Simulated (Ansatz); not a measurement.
Input:

```
NaF
1.0
    3.28961     0.00000     0.00000
    0.00000     3.28961     0.00000
    1.64481    -1.64481     2.30941
Na F
1 1
Direct
  0.00000   0.00000   0.00000
  0.50000   0.50000   0.00000
```

No spin polarisation.

Method: PBEsol/PAW in Ansatz (a quantum-chemistry and plane-wave program), no spin-orbit coupling. Settings: 12×12×12 k-points, 0.05 eV Fermi–Dirac smearing.

Task: Predict the band gap, pressure and electron mass.

Result: 
* **Band gap**: 6.16 eV
* **Pressure (mean of the normal stresses, compression positive)**: -0.36 GPa
* **Electron mass**: 0.56 mₑ (at Γ)

The cells carry an imposed strain or load. Masses are band curvatures over ±0.01 Å⁻¹ around the edge. No phonon test of stability was made. The cell was made from NaF in the rock salt structure (space group Fm-3m, No. 225) by this change: biaxial strain +0.50 %, plane normal [001], relaxed out of plane.
